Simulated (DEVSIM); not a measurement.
System: Cr/SiO2/p-Ge capacitor, at 300 K.

```csv
layer (left to right),material,thickness (nm),Na (cm⁻³)
1,SiO2,22.0,-
2,Ge,4200,2e16
```

Metal gate on the left, work function 4.5 eV. Fixed charge at the semiconductor interface -3.06e11 cm⁻² (in units of +e); no interface traps.

The device is made up for the run: typed textbook-type constants, with dimensions and the other settings drawn at random. Values at 300 K.

| parameter | SiO2 | Ge |
|---|---|---|
| gap (eV) | 9 | 0.664 |
| affinity (eV) | 0.9 | 4 |
| permittivity | 3.9 | 16 |
| Nc (cm⁻³) | - | 1.04e19 |
| Nv (cm⁻³) | - | 6e18 |

Model (solved in DEVSIM): 1D Poisson equation in equilibrium, Boltzmann statistics, complete ionisation; no quantum confinement or tunnelling. Metal contacts follow the ideal Schottky-Mott rule: no Fermi-level pinning, no interface dipoles.

Problem. Tabulate band edges, carrier densities and field at 2.4 V on the gate.

Solution. Energies count from the Fermi level of the right contact; mesh points crowd at the junctions.

```json
[
 {"x (μm)": "0.000", "Ec (eV)": "1.200", "Ev (eV)": "-7.800", "n (cm⁻³)": "< 1e2", "p (cm⁻³)": "< 1e2", "field (V/cm)": "870000"},
 {"x (μm)": "0.001558", "Ec (eV)": "1.336", "Ev (eV)": "-7.664", "n (cm⁻³)": "< 1e2", "p (cm⁻³)": "< 1e2", "field (V/cm)": "870000"},
 {"x (μm)": "0.004978", "Ec (eV)": "1.634", "Ev (eV)": "-7.366", "n (cm⁻³)": "< 1e2", "p (cm⁻³)": "< 1e2", "field (V/cm)": "870000"},
 {"x (μm)": "0.01172", "Ec (eV)": "2.223", "Ev (eV)": "-6.777", "n (cm⁻³)": "< 1e2", "p (cm⁻³)": "< 1e2", "field (V/cm)": "870000"},
 {"x (μm)": "0.01929", "Ec (eV)": "2.882", "Ev (eV)": "-6.118", "n (cm⁻³)": "< 1e2", "p (cm⁻³)": "< 1e2", "field (V/cm)": "870000"},
 {"x (μm)": "0.02147", "Ec (eV)": "3.073", "Ev (eV)": "-5.927", "n (cm⁻³)": "< 1e2", "p (cm⁻³)": "< 1e2", "field (V/cm)": "870000"},
 {"x (μm)": "0.02270", "Ec (eV)": "0.030", "Ev (eV)": "-0.634", "n (cm⁻³)": "3.3e18", "p (cm⁻³)": "1.3e8", "field (V/cm)": "150000"},
 {"x (μm)": "0.02674", "Ec (eV)": "0.071", "Ev (eV)": "-0.593", "n (cm⁻³)": "6.6e17", "p (cm⁻³)": "6.6e8", "field (V/cm)": "76000"},
 {"x (μm)": "0.03508", "Ec (eV)": "0.119", "Ev (eV)": "-0.545", "n (cm⁻³)": "1.0e17", "p (cm⁻³)": "4.3e9", "field (V/cm)": "48000"},
 {"x (μm)": "0.05521", "Ec (eV)": "0.201", "Ev (eV)": "-0.463", "n (cm⁻³)": "4.3e15", "p (cm⁻³)": "1.0e11", "field (V/cm)": "37000"},
 {"x (μm)": "0.1010", "Ec (eV)": "0.343", "Ev (eV)": "-0.321", "n (cm⁻³)": "1.8e13", "p (cm⁻³)": "2.5e13", "field (V/cm)": "26000"},
 {"x (μm)": "0.2833", "Ec (eV)": "0.514", "Ev (eV)": "-0.150", "n (cm⁻³)": "2.4e10", "p (cm⁻³)": "1.8e16", "field (V/cm)": "660"},
 {"x (μm)": "0.6543", "Ec (eV)": "0.517", "Ev (eV)": "-0.147", "n (cm⁻³)": "2.2e10", "p (cm⁻³)": "2.0e16", "field (V/cm)": "≈ 0"},
 {"x (μm)": "1.549", "Ec (eV)": "0.517", "Ev (eV)": "-0.147", "n (cm⁻³)": "2.2e10", "p (cm⁻³)": "2.0e16", "field (V/cm)": "≈ 0"},
 {"x (μm)": "3.291", "Ec (eV)": "0.517", "Ev (eV)": "-0.147", "n (cm⁻³)": "2.2e10", "p (cm⁻³)": "2.0e16", "field (V/cm)": "≈ 0"},
 {"x (μm)": "3.837", "Ec (eV)": "0.517", "Ev (eV)": "-0.147", "n (cm⁻³)": "2.2e10", "p (cm⁻³)": "2.0e16", "field (V/cm)": "≈ 0"},
 {"x (μm)": "4.063", "Ec (eV)": "0.517", "Ev (eV)": "-0.147", "n (cm⁻³)": "2.2e10", "p (cm⁻³)": "2.0e16", "field (V/cm)": "≈ 0"},
 {"x (μm)": "4.155", "Ec (eV)": "0.517", "Ev (eV)": "-0.147", "n (cm⁻³)": "2.2e10", "p (cm⁻³)": "2.0e16", "field (V/cm)": "≈ 0"},
 {"x (μm)": "4.202", "Ec (eV)": "0.517", "Ev (eV)": "-0.147", "n (cm⁻³)": "2.2e10", "p (cm⁻³)": "2.0e16", "field (V/cm)": "≈ 0"},
 {"x (μm)": "4.215", "Ec (eV)": "0.517", "Ev (eV)": "-0.147", "n (cm⁻³)": "2.2e10", "p (cm⁻³)": "2.0e16", "field (V/cm)": "≈ 0"},
 {"x (μm)": "4.220", "Ec (eV)": "0.517", "Ev (eV)": "-0.147", "n (cm⁻³)": "2.2e10", "p (cm⁻³)": "2.0e16", "field (V/cm)": "≈ 0"},
 {"x (μm)": "4.222", "Ec (eV)": "0.517", "Ev (eV)": "-0.147", "n (cm⁻³)": "2.2e10", "p (cm⁻³)": "2.0e16", "field (V/cm)": "≈ 0"}
]
```
